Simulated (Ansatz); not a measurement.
A self-consistent single point of TlBi2 (P1, 3 atoms in the cell) with Ansatz (a program for electronic structure).

Method of the run: LDA (PW92), PAW files made with PBE (plane waves; Ansatz).

The change in words: atoms moved at random. Reference geometry:
```
TlBi2
1.0
    5.70866     0.00000     0.00000
   -2.85433     4.94384     0.00000
    0.00000     0.00000     3.39376
Tl Bi
1 2
Direct
  0.00000   0.00000   0.00000
  0.66667   0.33333   0.50000
  0.33333   0.66667   0.50000
```

Reference input (self-consistent single point, DFT, LDA (PW92), plane waves, PAW files made with PBE): basis.ecutwfc = 30.9 Ry; kpoints.mp_grid.grid = 6 6 8; hamiltonian.xc = lda; hamiltonian.pseudopotentials = {kind: paw} (the program's default PAW files); scf.occupations.method = gaussian; scf.occupations.width = 0.01 Ry. This run's input differs from it in these lines:

Ansatz 0.2 input:
```diff
@@ -6,5 +6,5 @@
   atoms:
-    - { symbol: Tl, position: [0.000000, 0.000000, 0.000000] }
-    - { symbol: Bi, position: [0.666667, 0.333333, 0.500000] }
-    - { symbol: Bi, position: [0.333333, 0.666667, 0.500000] }
+    - { symbol: Tl, position: [-0.007889, -0.007886, -0.000499] }
+    - { symbol: Bi, position: [0.673959, 0.337858, 0.489902] }
+    - { symbol: Bi, position: [0.333930, 0.670028, 0.510597] }
 basis:
```

Log, with long lists cut:

```
SCF iter   1: F=—  HF=-35324.223425 eV  |F-HF|=—  |Δ(HF+E_count)|=         —  Δρ=1.79e-2  dr2=1.07e0  ethr=3.10e-3  ⟨swp⟩=6.0  Hψ=16620  notcnv=0
all-band conjugate gradients solve this SCF's bands
preconditioner: auto → Kerker (q_TF=auto, 2.387 Å⁻¹)
SCF iter   2: F=—  HF=-35323.996601 eV  |F-HF|=—  |Δ(HF+E_count)|=   2.27e-1  Δρ=1.02e-2  dr2=3.91e-1  ethr=2.48e-3  ⟨swp⟩=2.0  Hψ=5558  notcnv=0  defer=36
   [... lines left out ...]
SCF iter   5: F=—  HF=-35323.865810 eV  |F-HF|=—  |Δ(HF+E_count)|=   9.31e-5  Δρ=1.86e-4  dr2=6.72e-5  ethr=8.71e-7  ⟨swp⟩=2.0  Hψ=4319  notcnv=0  defer=33
SCF iter   6: F=—  HF=-35323.865786 eV  |F-HF|=—  |Δ(HF+E_count)|=   2.39e-5  Δρ=4.26e-5  dr2=3.07e-6  ethr=1.56e-7  ⟨swp⟩=2.0  Hψ=6948  notcnv=0  defer=33
SCF iter   7: F=—  HF=-35323.865786 eV  |F-HF|=—  |Δ(HF+E_count)|=   5.49e-7  Δρ=9.44e-6  dr2=1.42e-7  ethr=7.15e-9  ⟨swp⟩=2.0  Hψ=4443  notcnv=0  defer=33
SCF iter   8: F=-35323.865786 eV  HF=-35323.865786 eV  |F-HF|=1.93e-9  |Δ(HF+E_count)|=   1.16e-8  Δρ=2.32e-6  dr2=7.60e-9  ethr=2.33e-10  ⟨swp⟩=6.2  Hψ=16239  notcnv=0
SCF 1 converged in 8 iterations: F = -35323.865786 eV  dr2 = 7.60e-9
Free energy (F): -35323.865786 eV
Internal energy: -35323.849191 eV  (E = F + TS)
E sigma→0 (E₀):  -35323.857488 eV
Entropy (-TS):   -0.016595 eV (-5.532 meV/atom)
Fermi energy:    10.391944 eV
--- Forces (eV/Å), atoms counted from 1 ---
  atom   1  Tl     0.03380246     0.06225275     0.00088060
  atom   2  Bi    -0.08495194    -0.04497419     0.02001404
  atom   3  Bi     0.05114951    -0.01727892    -0.02089443
--- Stress (GPa, compression-positive) ---
       -3.108334       0.106606       0.003422
        0.106606      -3.132470       0.000059
        0.003422       0.000059      -3.378705
  P = ⅓ Tr σ = -3.2065 GPa (-32.065 kbar)
  The stress holds the Pulay correction. Without it, at fixed plane waves, as pw.x and ABINIT print it: P = -3.2179 GPa
```

The run converged in 8 iterations. Against the reference run the free energy rises by 1.5 meV/atom, the pressure moves little (-3.24 to -3.21 GPa) and the largest force goes from 0.000 to 0.098 eV/Å.

The starting cell comes from a database of computed structures (which also holds hypothetical and non-ambient phases and stackings), without a prior relaxation at this level. For this run, on top of that: atoms moved at random. With a pressure of about -3 GPa the cell is away from its equilibrium volume at this level. Ansatz's pressure includes its estimate of the finite-basis (Pulay) stress.

Cost on one core of a shared machine: roughly 50 s.
